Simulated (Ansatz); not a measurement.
Short convergence ladders for Sc₂Al (P3m1, 6 atoms in the cell)

```xyz
6
Lattice="4.8779 0.0000 0.0000 -2.4390 4.2244 0.0000 0.0000 0.0000 6.1429" Properties=species:S:1:pos:R:3 pbc="T T T"
Sc     0.0000     0.0000     0.0500
Sc     0.0000     0.0000     3.0715
Sc     0.0000     2.8163     4.6072
Sc     2.4390     1.4081     1.5357
Al     0.0000     2.8163     1.5357
Al     2.4390     1.4081     4.6072
```

Base method: PBEsol, default PAW files made with PBE (plane waves; Ansatz, a first-principles code).

Base settings: basis.ecutwfc = 420 eV; kpoints.mp_grid.grid = 6 6 4; hamiltonian.xc = pbesol; hamiltonian.pseudopotentials = {kind: paw} (the program's default PAW files); scf.occupations.method = fermi_dirac; scf.occupations.width = 0.1 eV.

The count of work is k-points × plane waves × bands × iterations; it is no time. Core times come from one kind of shared machine, to one figure; runs under 30 s give none.

**The cutoff for other potential files**

Level: DFT, PBEsol, plane waves, harder PAW files (source: ansatz) made with PBE.

In this ladder: hamiltonian.pseudopotentials = {kind: paw, source: ansatz}.

The second cell is the first with its lattice scaled by 0.98.

The mesh stays at the base's, so the ladder's end is converged at best in this setting alone.

The first pressure column holds Ansatz's estimate of the finite-basis (Pulay) stress, which hides part of the cutoff error; the other is without it.

Only quantities that move along the ladder and can be compared are tabulated.

| basis.ecutwfc | free energy less the last step's (meV/atom) | energy of the compressed cell less the first (meV/atom) | pressure (GPa) | pressure without the Pulay estimate (GPa) | largest difference of a force vector from the last step's (eV/Å) | count of work / last | core time / last (rough) |
|---|---|---|---|---|---|---|---|
| 405 eV | 1300.01 | 3.86 | -1.69 | -55.42 | 0.013 | 0.095 | – |
| 495 eV | 200.34 | 6.40 | -1.44 | -12.24 | 0.000 | 0.14 | – |
| 630 eV | 8.15 | 6.38 | -1.40 | -2.08 | 0.000 | 0.20 | – |
| 765 eV | 0.62 | 6.45 | -1.39 | -1.40 | 0.000 | 0.27 | – |
| 900 eV | 0.45 | 6.44 | -1.39 | -1.40 | 0.000 | 0.35 | – |
| 1080 eV | 0.27 | 6.44 | -1.39 | -1.39 | 0.000 | 0.46 | 0.4 |
| 1350 eV | 0.09 | 6.44 | -1.39 | -1.39 | 0.000 | 0.65 | 0.7 |
| 1800 eV | 0.00 | 6.44 | -1.39 | -1.39 | 0.000 | 1.0 | 1 |

Coarsest basis.ecutwfc that holds the energy of the compressed cell less the first within 0.2 meV/atom of the last step, with all finer ones: 495 eV, at 0.14 of the last step's count of work; the step before is off by 2.6 meV/atom.

Coarsest basis.ecutwfc that holds the free energy within 5 meV/atom of the last step, with all finer ones: 765 eV, at 0.27 of the last step's count of work; the step before is off by 8.1 meV/atom.

Coarsest basis.ecutwfc that holds the pressure within 0.2 GPa of the last step, with all finer ones: 495 eV, at 0.14 of the last step's count of work; the step before is off by 0.30 GPa.

The energy difference between the two cells stays within 1 meV/atom of the last step's from 495 eV on, the total only from 765 eV on: much of the error is common to both cells and cancels.

At the lowest cutoff the pressure without the Pulay estimate lies 54.0 GPa under the last step's, the usual sign of Pulay stress in an incomplete plane-wave basis.

**The relaxed cell against the cutoff**

On Sc2Al (P6_3/mmc, 6 atoms in the cell): atoms on their sites.

In this ladder: relax = cell and atoms.

The mesh stays at the base's, so the ladder's end is converged at best in this setting alone.

Only quantities that move along the ladder and can be compared are tabulated.

```tsv
basis.ecutwfc	relaxed volume (Å³/atom)	relaxation steps
210 eV	20.917	14
250 eV	20.759	11
295 eV	20.709	8
355 eV	20.687	6
420 eV	20.691	4
505 eV	20.690	4
630 eV	20.690	4
840 eV	20.689	4
```

Coarsest basis.ecutwfc that holds the relaxed volume within 0.103 Å³/atom of the last step, with all finer ones: 250 eV; the step before is off by 0.23 Å³/atom.

At the lowest cutoff the cell relaxes to a volume 1.1 % larger than at the highest. Ansatz relaxes on a stress corrected for the finite basis.

On the base run: the starting cell comes from a database of computed structures (which also holds hypothetical and non-ambient phases and stackings), without a prior relaxation at this level. Its lattice was rescaled by up to half a per cent. One atom was moved a little off its site on purpose.

Keys are those of Ansatz 0.2.
